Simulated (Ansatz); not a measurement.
Base system: CuI in the zinc blende structure (space group F-43m, No. 216).

```cif
data_CuI
_chemical_formula_sum 'I1 Cu1'
_space_group_name_H-M_alt 'P 1'
_space_group_IT_number 1
_cell_length_a 4.29766
_cell_length_b 4.29766
_cell_length_c 4.29766
_cell_angle_alpha 60.000
_cell_angle_beta 60.000
_cell_angle_gamma 60.000
loop_
_space_group_symop_operation_xyz
  'x, y, z'
loop_
_atom_site_label
_atom_site_type_symbol
_atom_site_fract_x
_atom_site_fract_y
_atom_site_fract_z
_atom_site_occupancy
I1 I 0.75000 0.75000 0.75000 1
Cu1 Cu 0.00000 0.00000 0.00000 1
```

Computed with PBE, PAW, 420 eV (Ansatz, a program for electronic structure; spin-orbit coupling left out), earlier PAW set.

Perturbation: Ag takes the place of Cu on all its sites; the structure is relaxed again.

Measured lattice parameter a: CuI 6.053 Å (temperature not stated; as listed in arXiv:2305.18931); AgI 6.499 Å (temperature not stated; as listed in Subrata Jana, Abhilash Patra, Prasanjit Samal, The Journal of Chemical Physics (2018)).

Problem. How well does PBE reproduce the measured shift?

Solution. With PBE the lattice parameter a moves by +0.551 Å (6.078 → 6.629) against +0.446 Å measured.

No phonon test of stability was made. The final runs are not spin-polarised.
